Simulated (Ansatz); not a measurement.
## How the bulk modulus B0 of ScPd₃ (model structure, started from the D022 type, I4/mmm, No. 139, 4 atoms in the cell) moves with the method

No measured value is used here.

Question: Put these levels in order of the bulk modulus B0 that they give for ScPd₃ (model structure, started from the D022 type, I4/mmm, No. 139, 4 atoms in the cell), smallest first: LDA (Ansatz, a first-principles code), PBEsol (Ansatz), r²SCAN (Ansatz).

Answer: r²SCAN (154 GPa), PBEsol (163 GPa), LDA (180 GPa)

Unless a cell is named, each level is at its own relaxed cell (LDA 15.05, PBEsol 15.53, r²SCAN 15.90 Å³/atom).

The crystal itself was run without spin with PBEsol, r²SCAN, LDA; a magnetic state was not tried in these runs. PBEsol, r²SCAN, LDA: the bulk modulus is −V dP/dV from two relaxed cells at ±2 % in volume. Each level is taken at its own relaxed cell. Cutoffs differ between the levels. Ansatz's density-functional and Hartree–Fock values are scalar-relativistic unless marked +SOC, with PAW data made under PBE.

A model structure was made by putting elements into a prototype or built by hand; it is no filed structure, need not be a known phase, and can be a saddle point held by its symmetry.
